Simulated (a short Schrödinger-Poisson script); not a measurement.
# Gated Al0.3Ga0.7N/GaN polarisation-induced gas

Stack: gated Al0.3Ga0.7N/GaN polarisation-induced gas, at 77 K.

```tsv
layer	material	thickness (nm)	Na (cm⁻³)
1	Al0.3Ga0.7N	10	-
2	GaN	6000	2e14
```

The device is made up for the run: typed textbook-type constants, with dimensions and the other settings drawn at random. Al0.3Ga0.7N: permittivity 9.32, conduction-band edge (eV) 0.414, gap (eV) 4.021, electron mass (mₑ) 0.236, Nv at 300 K (cm⁻³) 4.6e19. GaN: permittivity 9.5, conduction-band edge (eV) 0, gap (eV) 3.43, Nv at 300 K (cm⁻³) 4.6e19.

Channel valleys (confinement mass, in-plane density-of-states mass, number): Γ 0.2, 0.2, 1. At the gate the conduction-band edge of layer 1 lies 1.23 eV − eVg above the Fermi level of the channel; the field vanishes at the back. Sheet of polarisation charge: +1.5e13 e/cm² at 10 nm from the gate. The barrier under the gate holds no holes. Gaps are held at their typed values at every temperature. Mesh 0.08 nm at interfaces.

From a short Schrödinger-Poisson script (our own, NumPy): 1D Poisson equation in equilibrium, electrons quantum, Hartree plus LDA exchange-correlation (BenDaniel-Duke, 40 states a valley, the channel's in-plane mass for all, wave functions free to enter the barrier), parabolic valleys, classical holes, full ionisation, no traps, pinning or gate leakage.

```csv
Vg (V),electrons (cm⁻²),in the channel layer,C (μF/cm²),Γ E0 (meV),Γ E1 (meV)
0.5,1.16e13,1.06e13,0.766,-129.2,-7.7
0.35,1.09e13,1.01e13,0.762,-121.9,-6.0
0.2,1.02e13,9.46e12,0.758,-114.6,-4.3
0.05,9.47e12,8.86e12,0.754,-107.2,-2.6
-0.1,8.77e12,8.26e12,0.751,-99.8,-0.8
-0.25,8.07e12,7.64e12,0.747,-92.3,1.0
-0.4,7.37e12,7.02e12,0.743,-84.7,2.8
-0.55,6.68e12,6.39e12,0.739,-77.2,4.8
-0.7,5.99e12,5.76e12,0.735,-69.5,6.9
-0.85,5.30e12,5.13e12,0.731,-61.8,9.0
-1,4.62e12,4.49e12,0.726,-54.1,11.3
-1.15,3.94e12,3.85e12,0.720,-46.3,13.7
-1.3,3.27e12,3.21e12,0.714,-38.5,16.2
-1.45,2.61e12,2.56e12,0.706,-30.7,18.5
-1.6,1.95e12,1.93e12,0.695,-22.8,20.5
-1.75,1.31e12,1.30e12,0.679,-14.7,22.1
-1.9,6.82e11,6.79e11,0.648,-5.6,23.6
-2.05,1.15e11,1.15e11,0.521,10.3,29.1
```

Subbands count from the Fermi level.
